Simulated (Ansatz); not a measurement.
SnO2: response to strain

Take SnO2 in the rutile structure (space group P4_2/mnm, No. 136) as the base.

```xyz
6
Lattice="4.7224 0.0000 0.0000 0.0000 4.7224 0.0000 0.0000 0.0000 3.1903" Properties=species:S:1:pos:R:3 pbc="T T T"
Sn     0.0000     0.0000     0.0000
Sn     2.3612     2.3612     1.5952
O      1.4454     1.4454     0.0000
O      3.8065     0.9158     1.5952
O      0.9158     3.8065     1.5952
O      3.2770     3.2770     0.0000
```

Cartesian axes are those of the cell as printed.

Strains are applied to the cell and any free atomic positions relax.

The values are results of Ansatz (an electronic-structure program), LDA, PAW, cutoff 420 eV, spin-orbit coupling left out, not measurements.

Notes on the quantities. energy relative to the base: free energy F.

```tsv
case	energy relative to the base	band gap	volume per atom
base	0 meV/atom	1.16 eV	11.86 Å³
tensor shear ε_xz = +0.67 %	+0.6 meV/atom	1.16 eV	11.86 Å³
tensor shear ε_xz = +0.33 %	+0.1 meV/atom	1.16 eV	11.86 Å³
tensor shear ε_xz = +1.00 %	+1.4 meV/atom	1.16 eV	11.86 Å³
tensor shear ε_xz = +1.67 %	+3.9 meV/atom	1.15 eV	11.85 Å³
tensor shear ε_xz = +1.33 %	+2.5 meV/atom	1.15 eV	11.86 Å³
tensor shear ε_xz = +2.00 %	+5.6 meV/atom	1.15 eV	11.85 Å³
```

Stability against distortions was not tested.
